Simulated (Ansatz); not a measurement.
Pressure series in HgS

Consider HgS (space group P3_221, No. 154; a = 4.139 Å, c = 9.408 Å; made of chains).

Cell and atoms are relaxed at each pressure.

Computed with PBEsol in Ansatz (plane waves to 420 eV, PAW, no spin-orbit coupling).

Notes on the quantities. enthalpy: H = E + PV relative to the base's energy.

```tsv
change	volume per atom	band gap	enthalpy
base	23.26 Å³	1.23 eV	–
pressure 0.3 GPa	22.95 Å³	1.17 eV	+0.04 eV/atom
pressure 0.7 GPa	22.61 Å³	[?]	+0.10 eV/atom
pressure 3 GPa	21.30 Å³	[?]	+0.41 eV/atom
pressure 5 GPa	20.56 Å³	[?]	+0.68 eV/atom
```

**Question.** Some entries are withheld; estimate them.

**Answer.** 
- pressure 0.7 GPa, band gap: 1.10 eV
- pressure 3 GPa, band gap: 0.90 eV
- pressure 5 GPa, band gap: 0.82 eV

With Hg present, leaving out spin-orbit coupling can change the band edges. Load acts through the strain it causes; cell and atoms are relaxed under it. Whether these cells are dynamically stable was not tested. No other phases were tried under pressure. No dispersion term is included in the PBEsol runs.

Ansatz is an electronic-structure program.
